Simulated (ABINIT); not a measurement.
Band structure of CdF2 (Fm-3m, 3 atoms in the cell).

```
CELL_PARAMETERS angstrom
      0.00000     2.72077     2.72077
      2.72077     0.00000     2.72077
      2.72077     2.72077     0.00000
ATOMIC_POSITIONS crystal
  Cd 0.00000 0.00000 0.00000
  F  0.25000 0.25000 0.25000
  F  0.75000 0.75000 0.75000
```

Method: PBEsol, PAW (JTH v2.0 PBE PAW, files made for PBE) (plane waves; ABINIT 10.0.3).

Settings: pseudos = [Cd.GGA_PBE-JTH.xml, F.GGA_PBE-JTH.xml]; ecut = 24 Ha; pawecutdg = 48 Ha; pawxcdev = 0; ixc = -116133; occopt = 3; tsmear = 0.02 eV; ngkpt = 7 7 7; nshiftk = 1; shiftk = 0 0 0; potentials = JTH v2.0 PBE PAW; kptopt = 1; nstep = 50.

The starting cell comes from a database of computed structures (which also holds hypothetical and non-ambient phases and stackings), without a prior relaxation at this level. Its lattice was rescaled by a random factor within 2.5 % of one. The potentials were made for another functional than the one used.

Problem. Predict the gap along the standard path and the places of the band edges.

Solution. The gap along the path is 2.81 eV, from W to Γ; the smallest direct gap on it is 3.32 eV.

Levels in eV from the top of the valence band on the SCF mesh, bands 10 to 17:
```csv
point,10,11,12,13,14,15,16,17
Γ,-0.87,-0.46,-0.46,-0.46,2.86,12.40,12.40,12.40
X,-2.81,-0.42,-0.03,-0.03,7.70,9.37,11.71,13.89
W,-1.44,-1.44,-0.51,0.06,7.76,11.27,11.36,11.36
K,-2.23,-0.86,-0.27,-0.14,7.66,10.44,10.88,13.94
L,-1.72,-1.72,-0.35,-0.35,6.89,8.92,13.94,14.10
U,-2.23,-0.86,-0.27,-0.14,7.66,10.44,10.88,13.94
```
